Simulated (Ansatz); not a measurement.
The structure below was relaxed with PBE (Ansatz, a first-principles code; PAW; 420 eV plane waves; scalar-relativistic without spin-orbit coupling), earlier PAW set, at pressure −2 GPa.

Space group Fm-3m (No. 225); a = b = c = 12.112 Å, α = β = γ = 90.00°

| atom | site | symmetry | x | y | z |
|---|---|---|---|---|---|
| Cs | 8c | -43m | 0.2500 | 0.2500 | 0.2500 |
| Ag | 4b | m-3m | 0.5000 | 0.5000 | 0.5000 |
| Bi | 4a | m-3m | 0.0000 | 0.0000 | 0.0000 |
| Br | 24e | 4m.m | 0.0000 | 0.0000 | 0.2441 |

Q: Write out a cell with all atoms.

A: 
```cif
data_Ag4Bi4Br24Cs8
_chemical_formula_sum 'Cs8 Ag4 Bi4 Br24'
_space_group_name_H-M_alt 'P 1'
_space_group_IT_number 1
_cell_length_a 12.11176
_cell_length_b 12.11176
_cell_length_c 12.11176
_cell_angle_alpha 90.000
_cell_angle_beta 90.000
_cell_angle_gamma 90.000
loop_
_space_group_symop_operation_xyz
  'x, y, z'
loop_
_atom_site_label
_atom_site_type_symbol
_atom_site_fract_x
_atom_site_fract_y
_atom_site_fract_z
_atom_site_occupancy
Cs1 Cs 0.25000 0.75000 0.75000 1
Cs2 Cs 0.25000 0.25000 0.75000 1
Ag1 Ag 0.50000 0.00000 0.00000 1
Bi1 Bi 0.00000 0.00000 0.00000 1
Br1 Br 0.24406 0.00000 0.00000 1
Br2 Br 0.75594 0.00000 0.00000 1
Br3 Br 0.50000 0.74406 0.00000 1
Br4 Br 0.50000 0.25594 0.00000 1
Br5 Br 0.50000 0.00000 0.74406 1
Br6 Br 0.00000 0.00000 0.75594 1
Cs3 Cs 0.25000 0.25000 0.25000 1
Cs4 Cs 0.25000 0.75000 0.25000 1
Ag2 Ag 0.50000 0.50000 0.50000 1
Bi2 Bi 0.00000 0.50000 0.50000 1
Br7 Br 0.24406 0.50000 0.50000 1
Br8 Br 0.75594 0.50000 0.50000 1
Br9 Br 0.50000 0.24406 0.50000 1
Br10 Br 0.50000 0.75594 0.50000 1
Br11 Br 0.50000 0.50000 0.24406 1
Br12 Br 0.00000 0.50000 0.25594 1
Cs5 Cs 0.75000 0.75000 0.25000 1
Cs6 Cs 0.75000 0.25000 0.25000 1
Ag3 Ag 0.00000 0.00000 0.50000 1
Bi3 Bi 0.50000 0.00000 0.50000 1
Br13 Br 0.74406 0.00000 0.50000 1
Br14 Br 0.25594 0.00000 0.50000 1
Br15 Br 0.00000 0.74406 0.50000 1
Br16 Br 0.00000 0.25594 0.50000 1
Br17 Br 0.00000 0.00000 0.24406 1
Br18 Br 0.50000 0.00000 0.25594 1
Cs7 Cs 0.75000 0.25000 0.75000 1
Cs8 Cs 0.75000 0.75000 0.75000 1
Ag4 Ag 0.00000 0.50000 0.00000 1
Bi4 Bi 0.50000 0.50000 0.00000 1
Br19 Br 0.74406 0.50000 0.00000 1
Br20 Br 0.25594 0.50000 0.00000 1
Br21 Br 0.00000 0.24406 0.00000 1
Br22 Br 0.00000 0.75594 0.00000 1
Br23 Br 0.00000 0.50000 0.74406 1
Br24 Br 0.50000 0.50000 0.75594 1
```
This is the conventional cell.

Load acts through the strain it causes; cell and atoms are relaxed under it. Stability against distortions was not tested. The cell was made from Cs2AgBiBr6 (space group Fm-3m, No. 225) by this change: pressure −2 GPa.
